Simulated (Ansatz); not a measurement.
Consider the following.

```
CELL_PARAMETERS angstrom
      0.00000     2.42815     2.42815
      2.42815     0.00000     2.42815
      2.42815     2.42815     0.00000
ATOMIC_POSITIONS crystal
  Y  0.00000 0.00000 0.00000
  N  0.50000 0.50000 0.50000
```

Calculation: HSE06, rigid bands (plane waves, PAW, scalar-relativistic; Ansatz, a quantum-chemistry and plane-wave program). Cell: cell and atoms relaxed with PBEsol.

Predict the electron conductivity mass (n e² τ/σ) at 300 K, by direction if it differs.

0.24 mₑ.

Predict the hole conductivity mass (n e² τ/σ) at 300 K, by direction if it differs.

0.49 mₑ.

And the band gap?

1.05 eV at this level.

Rigid bands, one relaxation time for all states, no polarons. Spin-orbit coupling is left out; where it splits the top of the valence band it changes the hole mass and lowers the gap by about a third of the splitting. Geometry: cell and atoms relaxed with PBEsol.
